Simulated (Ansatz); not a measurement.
The parent structure is Ge in the diamond structure (space group Fd-3m, No. 227).

```
CELL_PARAMETERS angstrom
      0.00000     2.83808     2.83808
      2.83808     0.00000     2.83808
      2.83808     2.83808     0.00000
ATOMIC_POSITIONS crystal
  Ge 0.00000 0.00000 0.00000
  Ge 0.25000 0.25000 0.25000
```

Method: PBEsol (Ansatz, a quantum-chemistry and plane-wave program), no SOC.

Base values:

| Item | Result |
|---|---|
| Gap character | absent |
| Band gap | zero |
| Pressure | 0.0 GPa |

The change: the cell is scaled by 0.9850 in all directions; the atoms relax in the strained cell.

Question: What does the calculation give for the energy relative to the base after the change?

Answer: The energy grows by 10 meV/atom.

Question: Predict the new gap character.

Answer: The gap character changes from absent to indirect, Γ → L.

Question: How does this affect the band gap?

Answer: The band gap changes from zero to 0.23 eV.

Question: Predict the new pressure.

Answer: The pressure goes from zero to 3.4 GPa.

Question: How does this affect the electron mass?

Answer: The electron mass is 1.7 mₑ along k, 0.074 mₑ across (at L).

Effective masses come from finite differences of ±0.01 Å⁻¹. Along k means along the line from Γ to the band edge. No phonon test of stability was made. A zero or small gap of Ge can be the functional's error rather than a property of the material.
